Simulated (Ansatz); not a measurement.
An Ansatz (a first-principles code) input (DFT with PBEsol, PAW potentials and a 420 eV plane-wave cutoff in Ansatz, no spin-orbit coupling):

Ansatz 0.2 input:
```yaml
crystal:
  lattice:
    - [0, 3.1657276431, 3.086584452]
    - [3.1657276431, 0, 3.086584452]
    - [3.1657276431, 3.1657276431, 0]
  atoms:
    - { symbol: Ba, position: [0, 0, 0] }
    - { symbol: S, position: [0.5, 0.5, 0.5] }
basis: { ecutwfc: 420, ecutrho_ratio: 4, xc_grid: 2, fft_grid_basis: typed }
kpoints: { mp_grid: { grid: [9, 9, 9] } }
hamiltonian:
  xc: pbesol
  dispersion: none
  pseudopotentials: { kind: paw }
scf: { occupations: { method: fermi_dirac, width: 0.05 }, convergence: { dr2_threshold: 0.0000000002 } }
relax: { f_tol: 0.005, max_steps: 50 }
output: { forces: true, stress: true }
checkpoint: { write: state.ck, write_every: 1000 }
```

Q: Which symmetry and how many k-points will the program report, and about how many plane waves at Γ?

A: Space group I4/mmm (ITA 139) with 16 operations, k-points 75 of 729, and 1235 plane waves at Γ.

Q: And the final pressure?

A: 1.34 GPa (compression positive).

The cells carry an imposed strain or load. Whether these cells are dynamically stable was not tested. The cell was made from BaS in the rock salt structure (space group Fm-3m, No. 225) by this change: uniaxial strain ε_zz = −2.50 %.
